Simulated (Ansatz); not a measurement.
Start from ZnS in the wurtzite structure (space group P6_3mc, No. 186; a = 3.8453 Å, c = 6.3052 Å). Axes: x lies along a and z along c of the hexagonal cell.

The values are results of PBE, PAW, 420 eV (Ansatz, a first-principles code; scalar-relativistic without spin-orbit coupling), not measurements.

For the base:

| Quantity | Value |
|---|---|
| Electron mass | 0.16 mₑ along c, 0.18 mₑ across (at Γ) |
| Pressure | 0.00 GPa |
| Band gap | 2.08 eV |

Now apply this change: the cell is stretched by 3.00 % along z with no lateral relaxation; the atoms relax in the strained cell.

Q: What happens to the energy relative to the base?

A: The energy goes up by 7.4 meV/atom.

Q: What happens to the electron mass?

A: The electron mass becomes 0.14 mₑ along z, 0.18 mₑ across (at Γ) (base: 0.16 mₑ along c, 0.18 mₑ across (at Γ)).

Q: What happens to the pressure?

A: The pressure (mean of the normal stresses, compression positive) goes from zero to -1.95 GPa.

Q: How does this affect the band gap?

A: The band gap decreases by 0.22 eV to 1.86 eV.

Masses are band curvatures over ±0.01 Å⁻¹ around the edge. Whether these cells are dynamically stable was not tested.
